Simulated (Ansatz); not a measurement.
Amorphous In9Ga9Zn9O35F2, 64 atoms at 5.60 g/cm³, one PBE-relaxed geometry, zone centre. Methods: PBE, scalar-relativistic without spin-orbit coupling (Ansatz, an electronic-structure program); r2SCAN, scalar-relativistic without spin-orbit coupling (Ansatz); HSE06, scalar-relativistic without spin-orbit coupling (Ansatz). Plane waves to 420 eV (r2SCAN 500 eV); exact exchange is cut at the cell's faces. All rungs ran without spin polarisation.

It comes from a melt-quench run on a machine-learned potential (CHGNet), relaxed afterwards by DFT. O and F atoms were pushed apart under 1.9 Å during the dynamics, to hinder bonds among them. The hot cell started wider than the set density and was brought back towards it in steps. It is the lowest in DFT energy of 2 quenches. It is a model cell: composition and starting density were chosen by hand, and all elements were melted together. No dispersion term was used. Its density started from a set value of 5.84 and ended at 5.60 g/cm³. The simulated quench (nominally 210 K/ps over its main leg) is rapid and tends to freeze in more defects than a deposited or slowly cooled glass has. Values belong to this one cell and scatter from quench to quench. Volume and shape were free in the relaxation.

The relaxation ran on the zone centre alone. At PBE the gap is 1.00 eV on a 2×2×2 Γ-centred mesh, and the spacing at the zone centre alone 0.98 eV.

Q: What zone-centre spacing does r2SCAN give, roughly?

A: 1.45 eV (+0.47 eV against PBE).

Q: What zone-centre spacing does HSE06 give, roughly?

A: 2.59 eV (+1.61 eV against PBE).

The highest filled and the lowest empty state spread over these numbers of atoms (participation numbers): PBE: 18.2 and 56.4; r2SCAN: 15.7 and 55.8; HSE06: 15.9 and 55.2.
